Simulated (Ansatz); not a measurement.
MgS (model structure, started from the alpha GeTe type, Fm-3m, No. 225, 2 atoms in the cell), treated with PBE (Ansatz, an electronic-structure program, PAW).

Run with plane-wave cutoff 500 eV, 14×14×14 k mesh, Fermi–Dirac smearing 0.05 eV, scalar-relativistic PAW data made under PBE.

Cell (relaxed at this level):

```yaml
crystal:
  lattice:
    - [1.84886, 1.06744, 3.01914]
    - [-1.84886, 1.06744, 3.01914]
    - [0.00000, -2.13488, 3.01914]
  atoms:
    - { symbol: Mg, position: [0.75000, 0.75000, 0.75000] }
    - { symbol: S, position: [0.25000, 0.25000, 0.25000] }
```

**Question.** What does this level give for the band gap?

**Answer.** 
* **band gap**: 2.76 eV (on the SCF k mesh)

A model structure was made by putting elements into a prototype or built by hand; here it ended with the formula and space group of a phase in our tables.
